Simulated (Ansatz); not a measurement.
Consider CdS in the zinc blende structure (space group F-43m, No. 216).

```cif
data_CdS
_chemical_formula_sum 'S1 Cd1'
_space_group_name_H-M_alt 'P 1'
_space_group_IT_number 1
_cell_length_a 4.11844
_cell_length_b 4.11844
_cell_length_c 4.11844
_cell_angle_alpha 60.000
_cell_angle_beta 60.000
_cell_angle_gamma 60.000
loop_
_space_group_symop_operation_xyz
  'x, y, z'
loop_
_atom_site_label
_atom_site_type_symbol
_atom_site_fract_x
_atom_site_fract_y
_atom_site_fract_z
_atom_site_occupancy
S1 S 0.75000 0.75000 0.75000 1
Cd1 Cd 0.00000 0.00000 0.00000 1
```

The values are results of PBEsol, PAW, 420 eV (Ansatz, an electronic-structure program; scalar-relativistic without spin-orbit coupling), not measurements.

Before the change:

The shortest interatomic distance is 2.522 Å and the band gap is 1.01 eV.

The change: Se takes the place of S on all its sites; the structure is relaxed again.

Task: Estimate the effect on the shortest interatomic distance and band gap.

Result: The shortest interatomic distance goes up by 0.112 Å to 2.634 Å; the band gap falls by 0.53 eV, from 1.01 eV to 0.48 eV.

No phonon test of stability was made.
